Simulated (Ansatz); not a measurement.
# Response to strain in BaTiO3

The reference is BaTiO3 in the cubic perovskite structure (space group Pm-3m, No. 221).

```yaml
crystal:
  lattice:
    - [3.96988, 0.00000, 0.00000]
    - [0.00000, 3.96988, 0.00000]
    - [0.00000, 0.00000, 3.96988]
  atoms:
    - { symbol: Ba, position: [0.00000, 0.00000, 0.00000] }
    - { symbol: Ti, position: [0.50000, 0.50000, 0.50000] }
    - { symbol: O, position: [0.00000, 0.50000, 0.50000] }
    - { symbol: O, position: [0.50000, 0.50000, 0.00000] }
    - { symbol: O, position: [0.50000, 0.00000, 0.50000] }
```

Cartesian axes are those of the cell as printed.

Strains are applied to the cell and any free atomic positions relax; under stress the whole cell relaxes.

Computed with DFT with PBEsol, PAW potentials and a 420 eV plane-wave cutoff in Ansatz (a program for electronic structure), spin-orbit coupling left out.

Notes on the quantities. energy relative to the base: free energy F.

```csv
variant,band gap,volume per atom,energy relative to the base,smallest direct gap
base,1.82 eV,12.51 Å³,0 meV/atom,1.89 eV
isotropic strain −1.78 %,1.92 eV,11.86 Å³,+21 meV/atom,1.93 eV
isotropic strain −0.36 %,1.84 eV,12.38 Å³,+0.8 meV/atom,1.90 eV
isotropic strain +3.45 %,1.61 eV,13.85 Å³,+67 meV/atom,1.78 eV
isotropic strain +4.28 %,1.56 eV,14.19 Å³,+100 meV/atom,1.75 eV
uniaxial strain ε_yy = +2.01 %,1.73 eV,12.76 Å³,+4.7 meV/atom,1.86 eV
"uniaxial stress, 0.5 GPa tension along z",1.81 eV,12.52 Å³,0.0 meV/atom,1.89 eV
"uniaxial stress, 1 GPa compression along z",1.81 eV,12.49 Å³,+0.1 meV/atom,1.88 eV
"uniaxial stress, 3 GPa compression along z",1.80 eV,12.45 Å³,+1.2 meV/atom,1.87 eV
```

Stability under load was not tested beyond the relaxation. All final runs are without spin polarisation. Many cubic perovskites are stable only at high temperature; tilts and polar distortions were not tested. This is not the structure that BaTiO3 has at room temperature and ambient pressure.
